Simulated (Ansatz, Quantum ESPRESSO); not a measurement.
Code comparison for SrAlGe (P-6m2, 3 atoms in the cell)

Self-consistent single point.

```
SrAlGe
1.0
    4.29652     0.00000     0.00000
   -2.14826     3.72090     0.00000
    0.00000     0.00000     4.77902
Sr Al Ge
1 1 1
Direct
  0.00000   0.00000   0.00000
  0.66667   0.33333   0.50000
  0.33333   0.66667   0.50000
```

Shared settings, as Ansatz (a quantum-chemistry and plane-wave program) writes them: kpoints.mp_grid.grid = 6 6 5; magnetization.spin_orbit = true; scf.occupations.method = fermi_dirac; scf.occupations.width = 0.05 eV. Potentials and cutoffs stand in the table.

```csv
code,model,pressure (GPa),cutoff
Quantum ESPRESSO,"PBEsol, spin-orbit coupling, PseudoDojo fully relativistic norm-conserving (PBESOL) pseudopotentials",-1.18,80 Ry
Ansatz,"PBEsol with spin-orbit coupling, PAW files made with PBE",-1.21,default
```

The spread over the programs that give each value: pressure within 0.03 GPa.

Ansatz's pressure is given at a fixed set of plane waves, as the other plane-wave codes print theirs.

The starting cell comes from a database of computed structures (which also holds hypothetical and non-ambient phases and stackings), without a prior relaxation at this level.

Left out of this page: ABINIT (failed or unconverged); Elk, FLEUR and SIESTA (not drawn, or without a comparable value).

Keys are those of Ansatz 0.2.
